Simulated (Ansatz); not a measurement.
The starting structures come from a database of crystals and need not be the phases stable at ambient conditions.

Tunnelling through a barrier is set by its complex band structure: the current falls as exp(−2κd) with the smallest κ.

```xyz
8
Lattice="6.6110 0.0000 0.0000 0.0000 7.1043 0.0000 2.2037 -3.5521 2.0508" Properties=species:S:1:pos:R:3 pbc="T T T"
Sr     3.3055     0.0000     0.0000
Ni     0.0000     0.0000     0.0000
F      3.2787     2.3236     1.3415
F      5.5359     1.2285     0.7093
F      7.6861     0.0000     1.4186
F      1.1286     3.5521     0.6323
F      3.2787    -2.3236     1.3415
F      5.5359     5.8758     0.7093
```

The cell is taken as given.

Transport runs along the normal of the first two printed cell vectors, the (100) plane of the conventional cell.

No gap correction and no spin-orbit coupling; mid-gap is the computed energy nearest the middle.

Q: Estimate the band gap and the smallest decay constant κ at mid-gap that r2SCAN (Ansatz, a first-principles code) returns for this system.

A: Gap 2.05 eV on a 14×14×14 mesh; κ = 0.414 1/Å, at the zone centre.
